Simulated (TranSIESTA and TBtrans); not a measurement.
Junction: Ga chain with one S atom inserted. Leads: straight Ga chain, spacing 2.422 Å. Geometry: 3 atoms about the centre moved by SIESTA (PBE, DZP) to a largest force of 0.03 eV/Å, all others as built, motion along the axis alone. Transport runs along z; the first 6 and the last 6 of the 21 atoms are the lead cells, repeated to infinity.

```xyz
21
Lattice="9.000 0.000 0.000 0.000 9.000 0.000 0.000 0.000 50.668" Properties=species:S:1:pos:R:3 pbc="F F T"
Ga     4.500     4.500     0.000
Ga     4.500     4.500     2.422
Ga     4.500     4.500     4.844
Ga     4.500     4.500     7.266
Ga     4.500     4.500     9.688
Ga     4.500     4.500    12.110
Ga     4.500     4.500    14.532
Ga     4.500     4.500    16.954
Ga     4.500     4.500    19.376
Ga     4.500     4.500    21.895
S      4.500     4.500    24.125
Ga     4.500     4.500    26.350
Ga     4.500     4.500    28.870
Ga     4.500     4.500    31.292
Ga     4.500     4.500    33.714
Ga     4.500     4.500    36.136
Ga     4.500     4.500    38.558
Ga     4.500     4.500    40.980
Ga     4.500     4.500    43.402
Ga     4.500     4.500    45.824
Ga     4.500     4.500    48.246
```

Run with TranSIESTA and TBtrans (open boundaries, self-consistent; PseudoDojo norm-conserving potentials, scalar-relativistic): PAO.BasisSize DZP, PAO.EnergyShift 0.15 eV, XC.Authors PBE, Mesh.Cutoff 200 Ry, ElectronicTemperature 300 K, TS.Voltage 0.0 eV, TBT.Elecs.Eta 0.001 eV, no spin polarisation.

Energies count from the leads' Fermi level. Transmissions are for one spin of a degenerate pair. The energy step is 0.01 eV; narrower resonances are cut or missed.

```
E (eV)     T
------  ----
-0.20   1.41
-0.15   1.67
-0.10   1.87
-0.05   1.97
0.00    2.00
0.05    1.98
0.10    1.93
0.15    1.89
0.20    1.84
```

Task: Give the zero-bias conductance in μS and the resistance at 300 K.

Result: At the Fermi level T = 2.00. Averaged with −∂f/∂E over the full grid (kT = 25.9 meV) it is 1.97. With G0 = 2e²/h = 77.48 μS, G = 153 μS and R = 1/G = 6.54 kΩ.

Task: The eigenchannels at the Fermi level transmit 0.978, 0.509, 0.509. What Fano factor of the shot noise follows at low temperature and bias?

Result: F = Σ τ(1 − τ)/Σ τ = 0.521/2.00 = 0.26.

The straight chain is held at its spacing; free chains may zigzag or dimerise. No spin-polarised start was tried, so a magnetic state, if there is one, is missed.
